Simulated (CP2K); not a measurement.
CP2K run on LaMg₃ (I4/mmm, 4 atoms in the cell): self-consistent single point.

Level of theory: TPSS, GPW, DZVP-MOLOPT-SR-GTH basis, GTH-PBE potentials (GTH_POTENTIALS) (CP2K).

```
LaMg3
1.0
    5.32895     0.00000     0.00000
    0.01585     5.32892     0.00000
   -2.67240    -2.66446     3.76253
La Mg
1 3
Cartesian
  0.00000   0.00000   0.00000
  2.67240   2.66446   0.00000
  0.00793   2.66446   1.88126
  2.66447   0.00000   1.88126
```

Reference input (self-consistent single point, DFT LDA (Pade form), GPW, DZVP-MOLOPT-SR-GTH basis, GTH-PADE potentials (GTH_POTENTIALS)): CUTOFF = 1000 Ry; REL_CUTOFF = 50 Ry; SMEAR/METHOD = MARZARI_VANDERBILT; SIGMA = 0.1 eV; KPOINTS/SCHEME = MONKHORST-PACK 5 5 5; XC_FUNCTIONAL = PADE; La/BASIS_SET = DZVP-MOLOPT-SR-GTH; La/POTENTIAL = GTH-PADE-q11; Mg/BASIS_SET = DZVP-MOLOPT-SR-GTH; Mg/POTENTIAL = GTH-PADE-q10; METHOD = GPW; EPS_DEFAULT = 1e-10. This run's input differs from it in these lines:

```diff
@@ -44,3 +44,3 @@
     &XC
-      &XC_FUNCTIONAL PADE
+      &XC_FUNCTIONAL TPSS
       &END XC_FUNCTIONAL
@@ -78,3 +78,3 @@
       BASIS_SET DZVP-MOLOPT-SR-GTH
-      POTENTIAL GTH-PADE-q11
+      POTENTIAL GTH-PBE-q11
     &END KIND
@@ -82,3 +82,3 @@
       BASIS_SET DZVP-MOLOPT-SR-GTH
-      POTENTIAL GTH-PADE-q10
+      POTENTIAL GTH-PBE-q10
     &END KIND
```

Log, with long lists cut:

```
 SCF WAVEFUNCTION OPTIMIZATION

  Step     Update method      Time    Convergence         Total energy    Change
     1 NoMix/Diag. 0.20E+00      -     1.49473744      -222.2480836984 -2.22E+02
     2 Broy./Diag. 0.20E+00      -     0.02337949      -221.4098107683  8.38E-01
     3 Broy./Diag. 0.20E+00      -     0.10480163      -221.5815736008 -1.72E-01
     4 Broy./Diag. 0.20E+00      -     0.01696611      -221.6356064279 -5.40E-02
     5 Broy./Diag. 0.20E+00      -     0.01188446      -221.5977880329  3.78E-02
     6 Broy./Diag. 0.20E+00      -     0.00093248      -221.5540591792  4.37E-02
   [... 5 lines left out ...]
    12 Broy./Diag. 0.20E+00      -     0.00000641      -221.5442112489  3.53E-05
    13 Broy./Diag. 0.20E+00      -     0.00000053      -221.5441950401  1.62E-05
    14 Broy./Diag. 0.20E+00      -     0.00000014      -221.5441960351 -9.95E-07
    15 Broy./Diag. 0.20E+00      -     0.00000002      -221.5441959387  9.63E-08
  *** SCF run converged in    15 steps ***

  Overlap energy of the core charge distribution:               0.00000000000000
  Self energy of the core charge distribution:               -502.84099376313651
  Core Hamiltonian energy:                                    142.21230935995908
  Hartree energy:                                             169.26094615101030
  Exchange-correlation energy:                                -30.17629701613356
  Smearing free energy correction:                             -0.00016067043781
  Fermi energy:                                                 0.24483099492611

  Total energy:                                              -221.54419593873695

 ENERGY| Total FORCE_EVAL ( QS ) energy [hartree]           -221.544196034620086

 FORCES| Atomic forces [hartree/bohr]
   [... lines left out ...]

 STRESS| Analytical stress tensor [bar]
 STRESS|                        x                   y                   z
 STRESS|      x        6.59851792921E+03   4.20871603544E+01  -8.87094809891E+02
 STRESS|      y        4.20871603544E+01   6.59834286809E+03  -8.84459493357E+02
 STRESS|      z       -8.87094809891E+02  -8.84459493357E+02   5.76831050968E+03
 STRESS| 1/3 Trace                                             6.32172376899E+03
```

The run converged in 15 iterations. Against the reference run the pressure goes from -1.93 to 0.63 GPa and the largest force hardly changes (0.000 to 0.002 eV/Å).

The starting cell comes from a database of computed structures (which also holds hypothetical and non-ambient phases and stackings), without a prior relaxation at this level. Its lattice was rescaled by a random factor within 2.5 % of one. Values carry the incompleteness of an atom-centred basis. The potentials were made for another functional than the one used.

Cost on one core of a shared machine: roughly 3 min.
